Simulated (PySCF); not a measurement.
PySCF 2.14.0, CAM-B3LYP/def2-svp: Ti(Cl)2(OH)(NMe2) (C[N](C)[Ti]([OH])([Cl])[Cl]), 14 atoms. The geometry is a generated start, not checked to be a minimum at this level.

```
Property                                       Value
-------------------------------  -------------------
task                             energy and gradient
method                                     cam-b3lyp
basis                                       def2-svp
mol.max_memory                               7000 MB
mf.init_guess                        minao (default)
mf.DIIS                              CDIIS (default)
mf.diis_space                            8 (default)
mf.conv_tol                          1e-09 (default)
mf.grids.level                           3 (default)
basis functions (reference run)                  158
grid points (reference run)                   183544
```

```xyz
14

Ti     0.3072     1.4218    -0.4260
Cl     1.7222     1.2615    -2.0390
Cl     1.3803     2.3513     1.1918
O     -1.1206     2.1935    -0.8578
H     -1.9262     2.6313    -1.1292
N      0.0047    -0.2737     0.1161
C     -1.2334    -1.0108     0.2256
C      1.1577    -1.0794     0.4681
H     -1.2198    -1.8948    -0.4270
H     -1.3940    -1.3555     1.2583
H     -2.0680    -0.3668    -0.0647
H      1.0649    -1.4614     1.4965
H      1.2503    -1.9414    -0.2113
H      2.0748    -0.4755     0.3986
```

The reference run uses exact four-centre integrals. One run each, on a shared machine, so no times are given.

Settings tried, all else as in the reference:
- density fitting, auxbasis = def2-universal-jfit
- density fitting
- density fitting of J alone, exact K
- density fitting, auxbasis = autoaux

Problem. Sort the settings: which keep to the reference within 1.0 meV/atom in energy, 10 meV/Å in forces (largest component), and which don't?

Solution. Within it: density fitting; density fitting, auxbasis = autoaux; density fitting of J alone, exact K. Outside: density fitting, auxbasis = def2-universal-jfit.

```csv
setting,energy against the reference,difference in forces (largest component)
density fitting,−0.11 meV/atom,0.76 meV/Å
"density fitting, auxbasis = autoaux",+0.010 meV/atom,1.5 meV/Å
"density fitting of J alone, exact K",−0.23 meV/atom,0.85 meV/Å
"density fitting, auxbasis = def2-universal-jfit",+2900 meV/atom,360 meV/Å
```

Total energies are compared; such shifts often cancel in part in energy differences. def2-universal-jfit is made for Coulomb alone and misses functions that exchange needs. No test of the SCF solution's stability was run. Also tried and not ranked: density fitting, auxbasis = def2-universal-jkfit (same energy as a listed run); COSX exchange (sgx_fit, pjs) with fitted J, mf.with_df.grids_level_i = 1, mf.with_df.grids_level_f = 1 (gradient came out as NaN); COSX exchange (sgx_fit, pjs) with fitted J, mf.with_df.grids_level_i = 1, mf.with_df.grids_level_f = 2 (default) (gradient came out as NaN); COSX exchange (sgx_fit, pjs) with fitted J, mf.with_df.grids_level_i = 1, mf.with_df.grids_level_f = 3 (gradient came out as NaN); COSX exchange (sgx_fit, pjs) with fitted J, mf.with_df.grids_level_i = 1, mf.with_df.grids_level_f = 4 (gradient came out as NaN). The tolerance is a choice made for this comparison.
